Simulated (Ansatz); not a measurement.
The starting structures come from a database of crystals and need not be the phases stable at ambient conditions.

 Where the default PAW files enter, the runs use the earlier of Ansatz's two default sets.

Consider the following.

```
CELL_PARAMETERS angstrom
      7.18588     0.00000     0.00000
     -3.59294     6.22316     0.00000
      3.59294     2.07439     5.86725
ATOMIC_POSITIONS crystal
  Rb 0.50000 0.75000 0.75000
  Rb 0.50000 0.25000 0.25000
  Sn 0.00000 0.00000 0.00000
  Cl 0.00000 0.75912 0.75912
  Cl 0.00000 0.24088 0.24088
  Cl 0.00000 0.75912 0.24088
  Cl 0.00000 0.24088 0.75912
  Cl 0.48176 0.24088 0.75912
  Cl 0.51824 0.75912 0.24088
```

Space group of this cell: Fm-3m. The cell is taken as given.

Transport runs along the normal of the first two printed cell vectors, the (111) plane of the conventional cell.

The gap is the functional's own. No spin-orbit coupling. Mid-gap values are interpolated on the energy grid.

Problem. Predict the band gap and the smallest decay constant κ at mid-gap from r2SCAN (Ansatz, an electronic-structure program).

Solution. Gap 3.04 eV on a 6×6×6 mesh; κ = 0.318 1/Å, at the zone centre.
